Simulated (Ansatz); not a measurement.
The parent structure is Pt in the fcc (Cu type) structure (space group Fm-3m, No. 225; relaxed with 0.1 eV smearing).

```xyz
1
Lattice="0.0000 1.9860 1.9860 1.9860 0.0000 1.9860 1.9860 1.9860 0.0000" Properties=species:S:1:pos:R:3 pbc="T T T"
Pt     0.0000     0.0000     0.0000
```

The values are results of PBE (Ansatz, a first-principles code; PAW; 420 eV plane waves; no SOC), not measurements.

Strains are applied to the cell and any free atomic positions relax.

One change was made to it. Results:

The energy rises by 61 meV/atom; the pressure goes from zero to -14.9 GPa.

**Question.** Which change produced these results?
(A) isotropic strain +1.50 %
(B) isotropic strain −3.00 %
(C) isotropic strain +2.50 %
(D) isotropic strain +0.50 %

**Answer.** C, isotropic strain +2.50 %. For comparison, the energy relative to the base in the other runs: isotropic strain +1.50 % gives +23 meV/atom; isotropic strain +0.50 % gives +2.7 meV/atom; isotropic strain −3.00 % gives +112 meV/atom.

Stability against distortions was not tested. The final runs are not spin-polarised. Pt lies near a magnetic instability that expansion can trigger; it was not tested.
